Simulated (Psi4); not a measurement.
Psi4 1.11, TPSS/def2-svpd: Pb(Br) ([Br][Pb+]), charge +1, multiplicity 1, 2 atoms. The geometry is a generated start, not checked to be a minimum at this level.

```json
{
 "task": "energy",
 "method": "tpss",
 "basis": "def2-svpd",
 "memory": "3 GB",
 "maxiter": "100",
 "keys_of_the_molecule_block": "symmetry c1",
 "scf_type": "df (default)",
 "e_convergence": "1e-06 (default)",
 "d_convergence": "1e-06 (default)",
 "dft_radial_points": "75 (default)",
 "dft_spherical_points": "302 (default)",
 "effective_core_potentials": "those of the basis set, past Kr",
 "basis_functions": "73",
 "grid_points": "42921"
}
```

```xyz
2

Pb    -0.8186    -0.6106    -0.6974
Br     0.8186     0.6106     0.6974
```

Charge 1 and multiplicity 1 are set for this test and not shown to be the ground state.

With the defaults (damping_percentage = 0, diis = true, scf_initial_accelerator = adiis, diis_max_vecs = 10, guess = auto, which took SAD, level_shift = 0, level_shift_cutoff = 0.01) it converges in 8 SCF iterations. One run each on 2 threads, with these changes:
- damping_percentage = 60, diis = false, scf_initial_accelerator = none
- guess = core
- level_shift = 0.5, level_shift_cutoff = 0.001
- damping_percentage = 60
- scf_initial_accelerator = none
- diis_max_vecs = 6
- guess = sapgau
- diis_max_vecs = 20
- guess = gwh

Which of these changes keep the SCF from converging, or lead it to another solution?

No convergence: damping_percentage = 60; damping_percentage = 60, diis = false, scf_initial_accelerator = none (the run ends without SCF convergence in 100 iterations). The rest reach the solution of the defaults.

| setting | SCF iterations | end |
|---|---|---|
| the defaults | 8 | same solution |
| diis_max_vecs = 6 | 8 | same solution |
| diis_max_vecs = 20 | 8 | same solution |
| scf_initial_accelerator = none | 8 | same solution |
| level_shift = 0.5, level_shift_cutoff = 0.001 | 9 | same solution |
| guess = gwh | 12 | same solution |
| guess = sapgau | 13 | same solution |
| guess = core | 13 | same solution |
| damping_percentage = 60 | 100 | no convergence |
| damping_percentage = 60, diis = false, scf_initial_accelerator = none | 100 | no convergence |
